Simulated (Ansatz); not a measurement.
## What H interstitial (started 2.00 Å from the nearest host atom), symmetric start does to GeS

Base system: a 16-atom supercell of GeS in the GeS type structure (space group Pnma, No. 62; a = 10.661 Å, b = 3.681 Å, c = 4.356 Å; layered, stacked along the Cartesian x axis) at its relaxed geometry.

It is then changed as follows: a neutral H interstitial (started 2.00 Å from the nearest host atom), symmetric start, atoms relaxed at fixed cell.

Level of theory: PBE-D3(BJ) (Ansatz, a first-principles code; PAW; 420 eV plane waves; spin-orbit coupling left out). k-mesh 3×4×4 (Γ-centred); smearing 0.01 eV (Fermi–Dirac).

| quantity | base | changed | shift |
|---|---|---|---|
| pressure | 0.0 GPa | 0.4 GPa | +0.4 GPa |
| final site of the added atom | – | 1 Ge at 1.61 Å | – |

Final structure:

```
CELL_PARAMETERS angstrom
     10.66092     0.00000     0.00000
      0.00000     3.68123    -4.35573
      0.00000     3.68123     4.35573
ATOMIC_POSITIONS crystal
  Ge 0.62462 0.04055 0.70945
  Ge 0.63051 0.54158 0.20842
  Ge 0.87551 0.04446 0.21048
  Ge 0.87551 0.53952 0.70554
  Ge 0.38410 0.92912 0.31747
  Ge 0.38410 0.43253 0.82088
  Ge 0.12235 0.92924 0.82076
  Ge 0.14913 0.46426 0.28574
  S  0.35007 0.86728 0.88272
  S  0.35852 0.36241 0.38759
  S  0.14892 0.88473 0.38652
  S  0.14892 0.36348 0.86527
  S  0.64903 0.10502 0.14708
  S  0.64903 0.60292 0.64498
  S  0.84878 0.10538 0.64462
  S  0.85423 0.60315 0.14685
  H  0.02999 0.35103 0.39897
```

The magnetic state is the one reached from the starting moments; the real material's order can differ, and small cells can't hold many antiferromagnetic ones. The cell is small, so the values are those of an ordered compound at a high defect concentration; dilute-limit values will differ. The mesh was chosen for an insulator and is coarse for the gapless case. The defect started on the symmetric site and kept its symmetry, so it may sit on a saddle. Seeded moments were not kept for H interstitial (started 2.00 Å from the nearest host atom). The defect cell is spin-polarised and ends with 0.0 μB. The D3 term's C6 switches between coordination references near this geometry, which can add small steps to energies.
